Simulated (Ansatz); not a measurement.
An Ansatz (an electronic-structure program) input (r2SCAN, PAW, 500 eV (Ansatz; scalar-relativistic without spin-orbit coupling)):

Ansatz 0.2 input:
```yaml
crystal:
  lattice:
    - [0, 3.5439715802, 3.5439715802]
    - [3.5439715802, 0, 3.5439715802]
    - [3.5439715802, 3.5439715802, 0]
  atoms:
    - { symbol: I, position: [0.75, 0.75, 0.75] }
    - { symbol: Na, position: [0, 0, 0] }
basis: { ecutwfc: 500, ecutrho_ratio: 4, xc_grid: 4, fft_grid_basis: typed }
kpoints: { mp_grid: { grid: [8, 8, 8] } }
hamiltonian:
  xc: r2scan
  dispersion: none
  pseudopotentials: { kind: paw }
scf: { occupations: { method: fermi_dirac, width: 0.05 }, convergence: { dr2_threshold: 0.0000000002 } }
output: { forces: true, stress: true }
```

**Question.** Which symmetry and how many k-points will the program report, and about how many plane waves at Γ?

**Answer.** Space group F-43m (ITA 216) with 24 operations, k-points 29 of 512, and 2229 plane waves at Γ.

Whether these cells are dynamically stable was not tested. The cell is NaI in the zinc blende structure (space group F-43m, No. 216; a hypothetical phase, not in the database extracts checked).
